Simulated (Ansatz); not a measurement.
# TmIn3 (Pm-3m, No. 221)

Calculation: LDA (PAW; Ansatz, an electronic-structure program).

Settings: plane-wave cutoff 500 eV, 12×12×12 k mesh, Fermi–Dirac smearing 0.1 eV, spin-polarised start, scalar-relativistic PAW data made under PBE.

Cell (relaxed at this level):

```cif
data_In3Tm
_chemical_formula_sum 'Tm1 In3'
_space_group_name_H-M_alt 'Pm-3m'
_space_group_IT_number 221
_space_group_name_Hall '-P 4 2 3'
_cell_length_a 4.49475
_cell_length_b 4.49475
_cell_length_c 4.49475
_cell_angle_alpha 90.000
_cell_angle_beta 90.000
_cell_angle_gamma 90.000
loop_
_atom_site_label
_atom_site_type_symbol
_atom_site_symmetry_multiplicity
_atom_site_Wyckoff_symbol
_atom_site_fract_x
_atom_site_fract_y
_atom_site_fract_z
_atom_site_occupancy
Tm1 Tm 1 a 0.00000 0.00000 0.00000 1
In1 In 3 c 0.00000 0.50000 0.50000 1
```

| Item | Result |
|---|---|
| band gap | zero (no gap) |

Note: the magnetic order was assumed, not searched for or taken from measurement; the 4f shell is treated without U or exact exchange, so its levels and filling can be wrong.

Spin–orbit coupling is not included.

Computed values are for the static lattice.
